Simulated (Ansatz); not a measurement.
ZnS: uniaxial strain ε_zz = −1.20 %

Base system: ZnS in the wurtzite structure (space group P6_3mc, No. 186; a = 3.845 Å, c = 6.305 Å). Axes: x lies along a and z along c of the hexagonal cell.

Perturbation: uniaxial strain ε_zz = −1.20 %, all other strain components held at zero; the atoms relax in the strained cell.

Computed with PBE (Ansatz, a quantum-chemistry and plane-wave program), no SOC. k-mesh 10×10×5 (Γ-centred); smearing 0.05 eV (Fermi–Dirac).

- Volume per atom: 19.94 Å³ (base 20.18 Å³)
- Space group: P6_3mc (No. 186) (base P6_3mc (No. 186))
- Energy relative to the base (free energy F): +1.3 meV/atom
- Pressure (mean of the normal stresses, compression positive): 8.8 kbar (base 0.0 kbar)
- Band gap: 2.16 eV (base 2.08 eV)
- Gap character: direct at Γ (base direct at Γ)
- Width of the top valence band: 2.05 eV (base 2.03 eV)
- Electron mass: 0.16 mₑ along z, 0.18 mₑ across (at Γ) (base 0.16 mₑ along c, 0.18 mₑ across (at Γ))
- Valence-band top at Γ (three highest levels, from the VBM): 0.00, 0.00, -0.02 eV (base 0.00, 0.00, -0.07 eV)
- Stress (xx, yy, zz, yz, xz, xy; compression positive): (0.48, 0.48, 1.67, 0.00, 0.00, 0.00) GPa

Final structure:

```
CELL_PARAMETERS angstrom
      3.84528     0.00000     0.00000
     -1.92264     3.33011     0.00000
      0.00000     0.00000     6.22954
ATOMIC_POSITIONS crystal
  Zn 0.33333 0.66667 0.99918
  Zn 0.66667 0.33333 0.49918
  S  0.33333 0.66667 0.37582
  S  0.66667 0.33333 0.87582
```

Masses are band curvatures over ±0.01 Å⁻¹ around the edge. Whether these cells are dynamically stable was not tested.
